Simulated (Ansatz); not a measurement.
We consider NH4Br (P-43m, No. 215, 6 atoms in the cell; start COD 1008127), described by HSE06+SOC (Ansatz, a quantum-chemistry and plane-wave program, PAW).

Numerical settings: plane-wave cutoff 460 eV, 6×6×6 k mesh, Fermi–Dirac smearing 0.01 eV, PAW data made under PBE.

Cell (measured lattice):

```cif
data_H4BrN
_chemical_formula_sum 'N1 Br1 H4'
_space_group_name_H-M_alt 'P-43m'
_space_group_IT_number 215
_space_group_name_Hall 'P -4 2 3'
_cell_length_a 4.00000
_cell_length_b 4.00000
_cell_length_c 4.00000
_cell_angle_alpha 90.000
_cell_angle_beta 90.000
_cell_angle_gamma 90.000
loop_
_atom_site_label
_atom_site_type_symbol
_atom_site_symmetry_multiplicity
_atom_site_Wyckoff_symbol
_atom_site_fract_x
_atom_site_fract_y
_atom_site_fract_z
_atom_site_occupancy
N1 N 1 a 0.00000 0.00000 0.00000 1
Br1 Br 1 b 0.50000 0.50000 0.50000 1
H1 H 4 e 0.14800 0.14800 0.14800 1
```

Question: Predict the band gap.

Answer: 
band gap: 5.37 eV (on the SCF k mesh) (direct)

Note: the file's cell can be that of a phase stable at another temperature; cell and atoms aren't relaxed at this level (largest force component 0.12 eV/Å, pressure 1.6 GPa).

Static lattice: no zero-point or thermal effects.

The result took very roughly 4 core-minutes.
